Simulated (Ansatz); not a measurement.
In₂Se₃ (P6₅, No. 170, 30 atoms in the cell; start COD 4517545): band gap by level of theory

No measured value is used here.

```
level (code)     value (eV)
---------------  ----------
LDA (Ansatz)           0.87
PBEsol (Ansatz)        0.99
r²SCAN (Ansatz)  (withheld)
HSE06 (Ansatz)         1.94
```

Task: Complete the blanks.

Result: 
- r²SCAN (Ansatz, a program for electronic structure), value (eV): 1.53

Computed values are for a static lattice. Levels without +SOC have no spin–orbit coupling; where heavier elements are present it shifts gaps, mostly down, and can invert bands.  HSE06: the gap is read on the k mesh or supercell of the run alone and can be too large. Values are at the PBEsol cell. Cutoffs and k meshes differ between the levels. Ansatz's density-functional and Hartree–Fock values are scalar-relativistic unless marked +SOC, with PAW data made under PBE.
